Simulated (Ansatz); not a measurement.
Take MoS2 in the 2H-MoS2 type structure (space group P6_3/mmc, No. 194; a = 3.149 Å, c = 12.092 Å; layered, stacked along the Cartesian z axis) as the base.

(Cell as relaxed with PBE-D3(BJ).)

Levels (all Ansatz, a program for electronic structure, PAW, earlier PAW set): PBE-D3(BJ) (420 eV, scalar-relativistic without spin-orbit coupling); r2SCAN+rVV10 (500 eV, scalar-relativistic without spin-orbit coupling).

Each level relaxes its own structure.

```tsv
base	PBE-D3(BJ)	r2SCAN+rVV10
volume per atom	17.31 Å³	18.08 Å³
lattice parameter a	3.149 Å	3.173 Å
band gap	0.78 eV	1.01 eV
```

Modification: a hydrostatic pressure of 30 GPa.

```csv
quantity,PBE-D3(BJ),r2SCAN+rVV10
c/a ratio,3.619,?
shortest interatomic distance,2.330 Å,?
```

Question: Predict the r2SCAN+rVV10 column.

Answer: 
- c/a ratio, r2SCAN+rVV10: 3.625
- shortest interatomic distance, r2SCAN+rVV10: 2.333 Å

PBE-D3(BJ)'s c/a ratio lies 0.006 below r2SCAN+rVV10's; PBE-D3(BJ)'s shortest interatomic distance lies 0.003 Å below r2SCAN+rVV10's (0.1 %). Neither level is exact; r2SCAN+rVV10 is the comparison here, not a measurement.

The mesh was chosen for an insulator and is coarse for the gapless case. Load acts through the strain it causes; cell and atoms are relaxed under it. Stability against distortions was not tested. Competing high-pressure phases were not computed. The final runs are not spin-polarised.
